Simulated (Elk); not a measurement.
Elk 10.2.4, DFT, PBE, spin-polarised, all-electron FP-LAPW, Elk's shipped species files: a generated cell (prototype structure at a guessed volume, not a measured phase) of VSn (space group P4/mmm), 2 atoms, spin-polarised from a ferromagnetic start. Basis and mesh were picked for this test and aren't claimed converged.

```
Quantity                                                           Value
---------------------------------------  -------------------------------
cell                                     2.97, 2.97, 3.89 Å; 90, 90, 90°
task                                                        ground state
xctype                                                                20
spinpol                                                             true
reducebf                                                             0.5
swidth                                                     0.004 Hartree
k mesh (ngridk)                                                    8×8×6
maxscl                                                               100
rgkmax                                                       7 (default)
empty states an atom (nempty)                                4 (default)
epspot (Hartree)                                         1e-06 (default)
epsengy (Hartree)                                       0.0001 (default)
k-points after symmetry (for each spin)                               60
largest matrix size                                                  124
valence states                                                        50
```

One run each.

All on 4 threads, 1 BLAS thread. Base settings, kept where nothing else is said: mixtype = 3 (default), mixsdb = 5 (default), broydpm = [0.4, 0.15] (default), tefvit = false (default) (beta0, autolinengy not set). The settings tried:
- mixtype = 0, beta0 = 0.1
- mixsdb = 8
- mixsdb = 3
- mixtype = 1, beta0 = 0.01
- the base settings
- tefvit = true
- broydpm = [0.7, 0.15]
- broydpm = [0.4, 0.5]
- mixtype = 1, beta0 = 0.05 (default)
- broydpm = [0.2, 0.15]
- broydpm = [0.1, 0.15]
- broydpm = [0.05, 0.15]
- mixsdb = 2
- mixtype = 0, beta0 = 0.3
- broydpm = [0.4, 0.01]
- mixsdb = 12
- autolinengy = true
- mixtype = 1, beta0 = 0.1
- mixsdb = 20

Task: Predict which of these converge in the fewest self-consistent loops.

Result: Fewest self-consistent loops, with those close behind: mixsdb = 8 (23); broydpm = [0.7, 0.15] (23); mixsdb = 12 (24); mixsdb = 20 (24); mixsdb = 3 (25). Most among those that reach the base run's result: mixtype = 1, beta0 = 0.05 (default) (63); mixtype = 1, beta0 = 0.1 (56). No convergence: mixtype = 1, beta0 = 0.01 (without self-consistency in 100 loops); mixtype = 0, beta0 = 0.1 (without self-consistency in 100 loops); mixtype = 0, beta0 = 0.3 (without self-consistency in 100 loops); tefvit = true (without self-consistency in 100 loops). Converged, but to another result than the base run: autolinengy = true (off by energy 11 meV/atom, site moment sizes under 0.001 μB; the energy is the lower one).

```json
[
 {"setting": "mixsdb = 8", "self-consistent loops": "23", "end": "converged"},
 {"setting": "broydpm = [0.7, 0.15]", "self-consistent loops": "23", "end": "converged"},
 {"setting": "mixsdb = 12", "self-consistent loops": "24", "end": "converged"},
 {"setting": "mixsdb = 20", "self-consistent loops": "24", "end": "converged"},
 {"setting": "mixsdb = 3", "self-consistent loops": "25", "end": "converged"},
 {"setting": "autolinengy = true", "self-consistent loops": "26", "end": "other result"},
 {"setting": "the base settings", "self-consistent loops": "27", "end": "converged"},
 {"setting": "broydpm = [0.4, 0.5]", "self-consistent loops": "27", "end": "converged"},
 {"setting": "broydpm = [0.2, 0.15]", "self-consistent loops": "33", "end": "converged"},
 {"setting": "broydpm = [0.4, 0.01]", "self-consistent loops": "36", "end": "converged"},
 {"setting": "mixsdb = 2", "self-consistent loops": "38", "end": "converged"},
 {"setting": "broydpm = [0.1, 0.15]", "self-consistent loops": "46", "end": "converged"},
 {"setting": "broydpm = [0.05, 0.15]", "self-consistent loops": "53", "end": "converged"},
 {"setting": "mixtype = 1, beta0 = 0.1", "self-consistent loops": "56", "end": "converged"},
 {"setting": "mixtype = 1, beta0 = 0.05 (default)", "self-consistent loops": "63", "end": "converged"},
 {"setting": "mixtype = 1, beta0 = 0.01", "self-consistent loops": "100", "end": "not converged"},
 {"setting": "mixtype = 0, beta0 = 0.1", "self-consistent loops": "100", "end": "not converged"},
 {"setting": "mixtype = 0, beta0 = 0.3", "self-consistent loops": "100", "end": "not converged"},
 {"setting": "tefvit = true", "self-consistent loops": "100", "end": "not converged"}
]
```

An iteration's cost differs between solvers, so these counts don't give the time.
